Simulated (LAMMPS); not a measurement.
LAMMPS 22 Jul 2025, classical MD, SNAP (Si_Zuo_JPCA2020.snapcoeff): a series of growing systems, each on 32 ranks.

```
Quantity                                                                                             Value
-----------------------------------------------  ---------------------------------------------------------
task                                                                                               MD, nve
potential                                        SNAP, Si_Zuo_JPCA2020.snapcoeff Si_Zuo_JPCA2020.snapparam
shape (slab and sphere leave vacuum in the box)                                                       bulk
temperature                                                                                          300 K
steps                                                                                                  100
timestep                                                                                              1 fs
neighbor skin                                                                                          2 Å
neigh_modify                                                                     every 1 delay 0 check yes
thermo                                                                                                 100
newton                                                                                        on (default)
atom_modify sort (bins of 2 Å where set)                                                    1000 (default)
comm_style                                                                                 brick (default)
```

Machine: one whole node, Intel Xeon 6 (Granite Rapids), 96 cores on 1 socket, 2 hardware threads a core, 3 L3 cache groups, 3 NUMA nodes.

Each time is the median wall time of two to five repeats, run one at a time on the otherwise empty machine; start-up is included. Unless noted, each process is bound to its own block of adjacent cores. Build: conda-forge: Open MPI, OPENMP and OPT packages, FFTW. Other compilers and libraries give other times. Scratch files lie in a memory file system. A preparatory run goes ahead and isn't timed.

Measured:

```tsv
system	replicate	neighbour list builds	wall time	peak memory
Si, 216 atoms	3×3×3	0	0.772 s	0.31 GiB
Si, 512 atoms	4×4×4	0	0.925 s	0.31 GiB
Si, 1728 atoms	6×6×6	0	1.55 s	0.31 GiB
Si, 4096 atoms	8×8×8	0	2.64 s	0.32 GiB
```

Still to run:

```
system           replicate
---------------  ---------
Si, 13824 atoms   12×12×12
Si, 32768 atoms   16×16×16
```

### Question
Estimate time and memory of the remaining systems.

### Answer
The two largest measured give a power of ln(2.64/1.55) / ln(4096/1728) = 0.62 in the count of atoms; the table sets what it predicts beside the runs.

```csv
system,time by that power,neighbour list builds,wall time,peak memory
"Si, 13824 atoms",5.6 s,0,7.30 s,0.33 GiB
"Si, 32768 atoms",9.6 s,0,16.4 s,0.38 GiB
```

From the smallest system to the largest the time grows as the power 0.6 of the count of atoms; from step to step the powers are 0.2, 0.4, 0.6, 0.8, 0.9. In the smallest, launch, exit and the like take 0.64 s of the 0.77 s. The largest part is set-up, start and exit outside the loop (83 %) in the smallest system and pair forces (Pair) (91 %) in the largest.
